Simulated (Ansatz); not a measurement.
Take GaAs in the zinc blende structure (space group F-43m, No. 216; a = 5.667 Å) as the base.

Calculations: Ansatz (a quantum-chemistry and plane-wave program), r2SCAN, PAW, cutoff 500 eV, no spin-orbit coupling.

Strains are applied to the cell and any free atomic positions relax.

One change was made to it. Results:

The band gap decreases by 0.12 eV to 0.84 eV; the pressure goes from zero to -10.4 kbar; the energy goes up by 1.1 meV/atom.

Problem. Name the change that was made.
A. isotropic strain +2.00 %
B. isotropic strain +0.50 %
C. isotropic strain +3.00 %

Solution. B, isotropic strain +0.50 %. For comparison, the band gap in the other runs: isotropic strain +2.00 % gives 0.49 eV; isotropic strain +3.00 % gives 0.27 eV.

Gaps are Kohn–Sham eigenvalue differences; semilocal functionals usually give less than the measured gap. No phonon test of stability was made. A zero or small gap of GaAs under isotropic strain +3.00 % can be the functional's error rather than a property of the material.
